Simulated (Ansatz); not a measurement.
We consider 1T (CdI2-type) CaI2, described by r²SCAN-D4 in Ansatz (plane waves, PAW).

Task: Estimate the interlayer binding energy, layer repeat distance and gap between the layers that the calculation returns.

Result: 
interlayer binding energy: 8.1 meV/Å²
layer repeat distance: 7.055 Å
gap between the layers: 3.524 Å

Spin–orbit coupling is not included.

Computed values are for the static lattice.

Cost on a shared machine: around 4 core-minutes (rough).

Ansatz is a program for electronic structure.
